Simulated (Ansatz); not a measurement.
## GaAl₃As₄ (model structure, P-4m2, No. 115, 8 atoms in the cell): properties by level of theory

```
level (code)     equilibrium lattice constant a (Å)  c axis length (Å)  bulk modulus (GPa)  cohesive energy (eV/atom)  band gap (eV)
---------------  ----------------------------------  -----------------  ------------------  -------------------------  -------------
LDA (Ansatz)                                  3.977             11.239                75.4                       4.36           1.31
PBE (Ansatz)                                  4.055             11.460                65.7                       3.55           1.27
PBEsol (Ansatz)                               4.011             11.335                71.6                       3.92           1.34
r²SCAN (Ansatz)                               4.014             11.345                75.1                       3.72           1.79
```

Computed values are for a static lattice. Levels without +SOC have no spin–orbit coupling; where heavier elements are present it shifts gaps, mostly down, and can invert bands.  Each level is taken at its own relaxed cell. Cutoffs differ between the levels. Ansatz's density-functional and Hartree–Fock values are scalar-relativistic unless marked +SOC, with PAW data made under PBE.

Caveats: the bulk modulus is −V dP/dV from two relaxed cells at ±2 % in volume (LDA, PBE, PBEsol, r²SCAN). Ansatz's density-functional and Hartree–Fock values are scalar-relativistic unless marked +SOC, with PAW data made under PBE.

Free atoms are spin-polarised, in the lowest state found; at levels without +SOC their spin–orbit coupling is left out.

A model structure was made by putting elements into a prototype or built by hand; it is no filed structure, need not be a known phase, and can be a saddle point held by its symmetry.

Ansatz is a quantum-chemistry and plane-wave program.
